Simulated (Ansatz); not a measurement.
## ZnSe, response to strain

Start from ZnSe in the zinc blende structure (space group F-43m, No. 216).

```yaml
crystal:
  lattice:
    - [0.00000, 2.83278, 2.83278]
    - [2.83278, 0.00000, 2.83278]
    - [2.83278, 2.83278, 0.00000]
  atoms:
    - { symbol: Zn, position: [0.00000, 0.00000, 0.00000] }
    - { symbol: Se, position: [0.25000, 0.25000, 0.25000] }
```

Cartesian axes are those of the cell as printed.

Strains are applied to the cell and any free atomic positions relax; under biaxial strain the out-of-plane vector relaxes too.

Calculations: r2SCAN/PAW in Ansatz (an electronic-structure program), no spin-orbit coupling.

Notes on the quantities. in-plane stress: mean in-plane stress (compression positive).

```json
[
 {"change": "base", "band gap": "1.87 eV", "ratio −ε⊥/ε∥": "–", "in-plane stress": "–"},
 {"change": "biaxial strain +0.50 %, plane normal [001], relaxed out of plane", "band gap": "1.82 eV", "ratio −ε⊥/ε∥": "–", "in-plane stress": "-0.4 GPa"},
 {"change": "biaxial strain +1.00 %, plane normal [001], relaxed out of plane", "band gap": "1.78 eV", "ratio −ε⊥/ε∥": "1.19", "in-plane stress": "-0.8 GPa"},
 {"change": "biaxial strain +1.50 %, plane normal [001], relaxed out of plane", "band gap": "1.74 eV", "ratio −ε⊥/ε∥": "1.19", "in-plane stress": "-1.2 GPa"},
 {"change": "biaxial strain +2.00 %, plane normal [001], relaxed out of plane", "band gap": "1.70 eV", "ratio −ε⊥/ε∥": "1.20", "in-plane stress": "-1.5 GPa"},
 {"change": "biaxial strain +2.50 %, plane normal [001], relaxed out of plane", "band gap": "1.66 eV", "ratio −ε⊥/ε∥": "1.20", "in-plane stress": "-1.9 GPa"},
 {"change": "biaxial strain +3.00 %, plane normal [001], relaxed out of plane", "band gap": "1.62 eV", "ratio −ε⊥/ε∥": "1.20", "in-plane stress": "-2.2 GPa"}
]
```

Whether these cells are dynamically stable was not tested.
